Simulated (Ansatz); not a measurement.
The starting structures come from a database of crystals and need not be the phases stable at ambient conditions.

```yaml
crystal:
  lattice:
    - [7.99667, 0.00000, 0.00000]
    - [3.91857, 8.90239, 0.00000]
    - [-3.92415, -1.79260, 3.57320]
  atoms:
    - { symbol: La, position: [0.95530, 0.75090, 0.69621] }
    - { symbol: La, position: [0.04470, 0.24910, 0.30379] }
    - { symbol: La, position: [0.45530, 0.74910, 0.71439] }
    - { symbol: La, position: [0.54470, 0.25090, 0.28561] }
    - { symbol: Ti, position: [0.50000, 0.50000, 0.00000] }
    - { symbol: Ti, position: [0.00000, 0.00000, 0.50000] }
    - { symbol: Zn, position: [0.50000, 0.00000, 0.50000] }
    - { symbol: Zn, position: [0.00000, 0.50000, 0.00000] }
    - { symbol: O, position: [0.71695, 0.95043, 0.36409] }
    - { symbol: O, position: [0.28305, 0.04957, 0.63591] }
    - { symbol: O, position: [0.21695, 0.54957, 0.56981] }
    - { symbol: O, position: [0.78305, 0.45043, 0.43019] }
    - { symbol: O, position: [0.19807, 0.95391, 0.93379] }
    - { symbol: O, position: [0.80193, 0.04609, 0.06621] }
    - { symbol: O, position: [0.69807, 0.54609, 0.96235] }
    - { symbol: O, position: [0.30193, 0.45391, 0.03765] }
    - { symbol: O, position: [0.47394, 0.26007, 0.64420] }
    - { symbol: O, position: [0.52606, 0.73993, 0.35580] }
    - { symbol: O, position: [0.97394, 0.23993, 0.80368] }
    - { symbol: O, position: [0.02606, 0.76007, 0.19632] }
```

Space group of this cell: P2_1/c. The cell is taken as given; by r2SCAN its mean pressure is -3.8 GPa.

Transport runs along the normal of the first two printed cell vectors.

The gap is the functional's own, uncorrected, and κ follows it; spin-orbit coupling is left out. Mid-gap values are interpolated between the computed energies.

Task: Compute, with Ansatz (a program for electronic structure) with r2SCAN, the band gap and the smallest decay constant κ at mid-gap.

Result: Gap 3.34 eV on a 8×4×8 mesh; κ = 0.413 1/Å, at (0.500, 0.000) of the in-plane reciprocal vectors. At the zone centre, at the nearest computed energy, the slowest state has κ = 0.42 1/Å.
